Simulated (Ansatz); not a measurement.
The starting structures come from a database of crystals and need not be the phases stable at ambient conditions.

Given:

```yaml
crystal:
  lattice:
    - [7.15197, 0.00000, 0.00000]
    - [-2.90314, 6.96726, 0.00000]
    - [0.00000, 2.33671, 5.20584]
  atoms:
    - { symbol: Cr, position: [0.15945, 0.34108, 0.82946] }
    - { symbol: Cr, position: [0.84055, 0.65892, 0.17054] }
    - { symbol: Pb, position: [0.23439, 0.96328, 0.51836] }
    - { symbol: Pb, position: [0.76561, 0.03672, 0.48164] }
    - { symbol: Pb, position: [0.61085, 0.28582, 0.85709] }
    - { symbol: Pb, position: [0.38915, 0.71418, 0.14291] }
    - { symbol: O, position: [0.50000, 0.00000, 0.25226] }
    - { symbol: O, position: [0.50000, 0.00000, 0.74774] }
    - { symbol: O, position: [0.72902, 0.70482, 0.38054] }
    - { symbol: O, position: [0.27098, 0.29518, 0.61946] }
    - { symbol: O, position: [0.27098, 0.29518, 0.08536] }
    - { symbol: O, position: [0.72902, 0.70482, 0.91464] }
    - { symbol: O, position: [0.09119, 0.81004, 0.09498] }
    - { symbol: O, position: [0.90881, 0.18996, 0.90502] }
    - { symbol: O, position: [0.19927, 0.59180, 0.70410] }
    - { symbol: O, position: [0.80073, 0.40820, 0.29590] }
```

The cell is taken as given; by r2SCAN it stands under a pressure of -0.9 GPa.

Transport runs along the normal of the first two printed cell vectors.

The gap is the functional's own, uncorrected, and κ follows it; spin-orbit coupling is left out. Mid-gap means the computed energy nearest the middle.

Question: Predict the band gap and the smallest decay constant κ at mid-gap from r2SCAN run with Ansatz (a quantum-chemistry and plane-wave program).

Answer: Gap 1.83 eV on a 6×6×6 mesh; κ = 0.379 1/Å, at the zone centre.
